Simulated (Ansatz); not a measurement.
## TiSi2 with two functionals, biaxial strain −2.91 %, plane normal [001], relaxed out of plane

The parent structure is TiSi2 (space group Fddd, No. 70; a = 4.8062 Å, b = 8.2649 Å, c = 8.5648 Å). Axes: x, y, z lie along a, b, c of the conventional cell.

(Cell as relaxed with PBE.)

Levels (all Ansatz, a program for electronic structure, PAW, earlier PAW set): PBE (420 eV, no SOC); r2SCAN (500 eV, no spin-orbit coupling).

Each level relaxes its own structure.

```
base                  PBE    r2SCAN
---------------  --------  --------
volume per atom  14.18 Å³  13.97 Å³
band gap             zero      zero
```

Modification: biaxial strain −2.91 %, plane normal [001], relaxed out of plane (Cartesian); in-plane vectors clamped, the third vector and the atoms free.

```tsv
quantity	PBE	r2SCAN
shortest interatomic distance	2.527 Å	?
energy relative to the base (free energy F)	+27 meV/atom	?
```

Task: Given the PBE results, estimate those of r2SCAN.

Result: 
- shortest interatomic distance, r2SCAN: 2.512 Å
- energy relative to the base (free energy F), r2SCAN: +28 meV/atom

PBE's shortest interatomic distance lies 0.015 Å above r2SCAN's (0.6 %); PBE's energy relative to the base lies 0.7 meV/atom below r2SCAN's. Neither level is exact; r2SCAN is the comparison here, not a measurement.

Without a gap, meshes like the base's 13×13×13 leave anisotropic stresses uncertain by several tenths of a GPa, and small strain energies with them. Stability against distortions was not tested. All final runs are without spin polarisation.
